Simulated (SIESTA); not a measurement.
Input and output of a relaxation of cell and atoms for BaC₂ (C2/c, 6 atoms in the cell) (SIESTA).

Method: GGA PBEsol, numerical atomic orbitals DZP, PseudoDojo PBEsol standard norm-conserving potentials (rewritten from UPF to PSML) in SIESTA.

```xyz
6
Lattice="3.7749 -2.3540 0.0000 3.7749 2.3540 0.0000 -2.8392 0.0000 7.7139" Properties=species:S:1:pos:R:3 pbc="T T T"
Ba     3.0651    -1.4605     1.9285
Ba     1.6456     1.4605     5.7854
C      4.3191     0.7234     3.4368
C      0.3916    -0.7234     4.2771
C      1.8112     0.7234     0.4202
C      2.8995    -0.7234     7.2937
```

Reference input (self-consistent single point, DFT, GGA PBEsol, numerical atomic orbitals DZP, PseudoDojo PBEsol standard norm-conserving potentials (rewritten from UPF to PSML)): XC.functional = GGA; XC.authors = PBEsol; potentials = PseudoDojo PBEsol standard; PAO.BasisSize = DZP; PAO.EnergyShift = 0.01 Ry; MeshCutoff = 350 Ry; kgrid.MonkhorstPack = 5 5 3; OccupationFunction = FD; ElectronicTemperature = 50 meV; MaxSCFIterations = 150; SCF.Mixer.Method = Pulay; SCF.Mixer.Weight = 0.25. This run's input differs from it in these lines:

```diff
@@ -45,2 +45,7 @@
 Diag.ParallelOverK           true
+MD.TypeOfRun                 Broyden
+MD.Steps                     40
+MD.MaxForceTol               0.02 eV/Ang
+MD.VariableCell              true
+MD.MaxStressTol              0.05 GPa
 WriteForces                  true
```

Output (repeated stretches shortened):

```
        iscf     Eharris(eV)        E_KS(eV)     FreeEng(eV)     dDmax    Ef(eV) dHmax(eV)
   scf:    1    -2159.083100    -2167.262580    -2167.262580  1.570801 -6.887402  7.056773
   scf:    2    -2173.603818    -2170.759369    -2170.759369  0.153347 -5.531739  3.330839
   scf:    3    -2172.216628    -2171.822020    -2171.822020  0.191228 -4.151677  0.292949
   scf:    4    -2171.681446    -2171.779692    -2171.779692  0.071426 -4.311259  0.772412
   scf:    5    -2171.865369    -2171.834178    -2171.834178  0.039552 -4.319295  0.112484
   scf:    6    -2171.835767    -2171.835312    -2171.835312  0.005201 -4.311339  0.005388
   scf:    7    -2171.835314    -2171.835313    -2171.835313  0.000061 -4.311125  0.004845
   scf:    8    -2171.835317    -2171.835315    -2171.835315  0.000459 -4.308175  0.001528
   scf:    9    -2171.835315    -2171.835315    -2171.835315  0.000149 -4.308418  0.000474
   scf:   10    -2171.835315    -2171.835315    -2171.835315  0.000034 -4.308413  0.000008
SCF Convergence by DM+H criterion
max |DM_out - DM_in|         :     0.0000338091
max |H_out - H_in|      (eV) :     0.0000083495
SCF cycle converged after 10 iterations

Using DM_out to compute the final energy and forces

siesta: E_KS(eV) =            -2171.8353

siesta: E_KS - E_eggbox =     -2171.8353

siesta: Atomic forces (eV/Ang):
     1    0.000000   -0.175830   -0.000000
   [... lines left out ...]
siesta: Pressure (static):         40.42341699  kBar
siesta: Pressure (total):         40.42341699  kBar
No target stress found, assuming hydrostatic MD.TargetPressure.
Target stress (kBar)
outcell: Cell volume (Ang**3)        :    139.3932
        iscf     Eharris(eV)        E_KS(eV)     FreeEng(eV)     dDmax    Ef(eV) dHmax(eV)
siesta: Pressure (static):         -4.19366052  kBar
siesta: Pressure (total):         -4.19366052  kBar
outcell: Cell volume (Ang**3)        :    139.3932
siesta: FreeEng =     -2171.979865
   [... lines left out ...]
              0.253
   2  9.213   1.988   0.646  -0.107   1.983   1.984   1.976   0.249   0.241
              0.253

Species: C
Atom  Qatom  Qorb
               2s      2s      2py     2pz     2px     2py     2pz     2px
               3Pdxy   3Pdyz   3Pdz2   3Pdxz   3Pdx2-y2
   3  4.394   1.106   0.231   0.989   1.033   0.799   0.046   0.052   0.072
              0.011   0.014   0.017   0.015   0.010
   4  4.394   1.106   0.231   0.988   1.033   0.799   0.046   0.052   0.072
   [... 5 lines left out ...]

mulliken: Qtot =       36.000

Mulliken Atomic Populations:
Atom #   charge [q] valence [e]  Species
     1     0.787457    9.212543  Ba
     2     0.787433    9.212567  Ba
     3    -0.393673    4.393673  C
     4    -0.393644    4.393644  C
     5    -0.393800    4.393800  C
     6    -0.393774    4.393774  C
 Total    -0.000000
```

The relaxation ended unconverged. 

The starting cell comes from a database of computed structures (which also holds hypothetical and non-ambient phases and stackings), without a prior relaxation at this level. Its lattice was rescaled by a random factor within 2.5 % of one. Values carry the incompleteness of an atom-centred basis.

Cost on one core of a shared machine: roughly 20 min.
